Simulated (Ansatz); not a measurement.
Worked example: self-consistent single point of CsVN₂ (R3m, 8 atoms in the cell) in Ansatz (a quantum-chemistry and plane-wave program).

Method: PBEsol, default PAW files made with PBE (plane waves; Ansatz).

The change in words: lattice scaled by 0.98; kpoints.mp_grid.grid: 5 5 5 → 9 9 9. Reference geometry:
```
CsVN2
1.0
    0.00000     4.19280     4.19280
    4.19280     0.00000     4.19280
    4.19280     4.19280     0.00000
Cs V N
2 2 4
Direct
  0.25344   0.25344   0.25344
  0.00000   0.00000   0.00000
  0.75000   0.75000   0.75000
  0.50000   0.50000   0.50000
  0.62500   0.62500   0.62500
  0.12500   0.62500   0.62500
  0.62500   0.62500   0.12500
  0.62500   0.12500   0.62500
```

Reference input (self-consistent single point, DFT, PBEsol, plane waves, default PAW files made with PBE): basis.ecutwfc = 30.9 Ry; kpoints.mp_grid.grid = 5 5 5; hamiltonian.xc = pbesol; hamiltonian.pseudopotentials = {kind: paw} (the program's default PAW files); scf.occupations.method = fixed. This run's input differs from it in these lines:

Ansatz 0.2 input:
```diff
@@ -2,14 +2,14 @@
   lattice:
-    - [0.00000000, 4.19279500, 4.19279500]
-    - [4.19279500, 0.00000000, 4.19279500]
-    - [4.19279500, 4.19279500, 0.00000000]
+    - [0.00000000, 4.10893900, 4.10893900]
+    - [4.10893900, 0.00000000, 4.10893900]
+    - [4.10893900, 4.10893900, 0.00000000]
   atoms:
-    - { symbol: Cs, position_ang: [2.12526909, 2.12526909, 2.12526909] }
+    - { symbol: Cs, position_ang: [2.08276365, 2.08276365, 2.08276365] }
     - { symbol: Cs, position_ang: [0.00000000, 0.00000000, 0.00000000] }
-    - { symbol: V, position_ang: [6.28919250, 6.28919250, 6.28919250] }
-    - { symbol: V, position_ang: [4.19279500, 4.19279500, 4.19279500] }
-    - { symbol: N, position_ang: [5.24099375, 5.24099375, 5.24099375] }
-    - { symbol: N, position_ang: [5.24099375, 3.14459625, 3.14459625] }
-    - { symbol: N, position_ang: [3.14459625, 3.14459625, 5.24099375] }
-    - { symbol: N, position_ang: [3.14459625, 5.24099375, 3.14459625] }
+    - { symbol: V, position_ang: [6.16340850, 6.16340850, 6.16340850] }
+    - { symbol: V, position_ang: [4.10893900, 4.10893900, 4.10893900] }
+    - { symbol: N, position_ang: [5.13617375, 5.13617375, 5.13617375] }
+    - { symbol: N, position_ang: [5.13617375, 3.08170425, 3.08170425] }
+    - { symbol: N, position_ang: [3.08170425, 3.08170425, 5.13617375] }
+    - { symbol: N, position_ang: [3.08170425, 5.13617375, 3.08170425] }
 basis:
@@ -17,3 +17,3 @@
 kpoints:
-  mp_grid: { grid: [5, 5, 5] }
+  mp_grid: { grid: [9, 9, 9] }
 hamiltonian:
```

The program printed (abridged):

```
SCF iter   1: F=—  HF=-18462.922316 eV  |F-HF|=—  |Δ(HF+E_count)|=         —  Δρ=9.64e-3  dr2=1.31e-1  ethr=1.77e-3  ⟨swp⟩=4.7  Hψ=11964  notcnv=0  defer=499
all-band conjugate gradients solve this SCF's bands
preconditioner: auto → Resta (q_TF=auto, 2.398 Å⁻¹)
SCF iter   2: F=—  HF=-18462.897737 eV  |F-HF|=—  |Δ(HF+E_count)|=   2.46e-2  Δρ=6.49e-3  dr2=6.61e-2  ethr=2.04e-4  ⟨swp⟩=2.1  Hψ=6103  notcnv=0  defer=510
   [... lines left out ...]
SCF iter   7: F=—  HF=-18462.888476 eV  |F-HF|=—  |Δ(HF+E_count)|=   1.68e-5  Δρ=2.44e-5  dr2=8.49e-7  ethr=4.06e-8  ⟨swp⟩=2.0  Hψ=5086  notcnv=0  defer=296
SCF iter   8: F=—  HF=-18462.888476 eV  |F-HF|=—  |Δ(HF+E_count)|=   2.62e-7  Δρ=1.25e-5  dr2=2.64e-7  ethr=1.33e-9  ⟨swp⟩=2.8  Hψ=5182  notcnv=0  defer=295
SCF iter   9: F=—  HF=-18462.888476 eV  |F-HF|=—  |Δ(HF+E_count)|=   1.13e-8  Δρ=7.38e-6  dr2=1.21e-7  ethr=1.56e-10  ⟨swp⟩=14.1  Hψ=18262  notcnv=0
SCF iter  10: F=-18462.888476 eV  HF=-18462.888476 eV  |F-HF|=7.19e-9  |Δ(HF+E_count)|=   1.22e-8  Δρ=2.21e-6  dr2=9.75e-9  ethr=1.56e-10  ⟨swp⟩=3.6  Hψ=9222  notcnv=0
SCF 1 converged in 10 iterations: F = -18462.888476 eV  dr2 = 9.75e-9
Free energy (F): -18462.888476 eV
Internal energy: -18462.888476 eV  (E = F + TS)
E sigma→0 (E₀):  -18462.888476 eV
Fermi energy:    8.717406 eV
--- Forces (eV/Å), atoms counted from 1 ---
  atom   1  Cs    -0.08137818    -0.08137818    -0.08137818
  atom   2  Cs     0.03750858     0.03750858     0.03750858
  atom   3  V      0.01834435     0.01834435     0.01834435
  atom   4  V      0.02701810     0.02701810     0.02701810
  atom   5  N      0.00857447     0.00857447     0.00857447
  atom   6  N     -0.00886199    -0.00060277    -0.00060277
  atom   7  N     -0.00060277    -0.00060277    -0.00886199
  atom   8  N     -0.00060277    -0.00886199    -0.00060277
--- Stress (GPa, compression-positive) ---
        2.722292      -0.040548      -0.040548
       -0.040548       2.722292      -0.040548
       -0.040548      -0.040548       2.722292
  P = ⅓ Tr σ = 2.7223 GPa (27.223 kbar)
  The stress holds the Pulay correction. Without it, at fixed plane waves, as pw.x and ABINIT print it: P = 2.4539 GPa
```

The run converged in 10 iterations. Against the reference run the free energy goes down by 6.9 meV/atom, the pressure goes from -3.94 to 2.72 GPa, the largest force goes from 0.110 to 0.141 eV/Å and the gap on the mesh goes from 0.504 to 0.600 eV.

The starting cell comes from a database of computed structures (which also holds hypothetical and non-ambient phases and stackings), without a prior relaxation at this level. Its lattice was rescaled by up to half a per cent. One atom was moved a little off its site on purpose. For this run, on top of that: lattice scaled by 0.98. Ansatz's pressure includes its estimate of the finite-basis (Pulay) stress. Another mesh or the band path of this cell gives a smaller gap, so this value is not converged in the mesh.

Cost on one core of a shared machine: roughly 50 s.
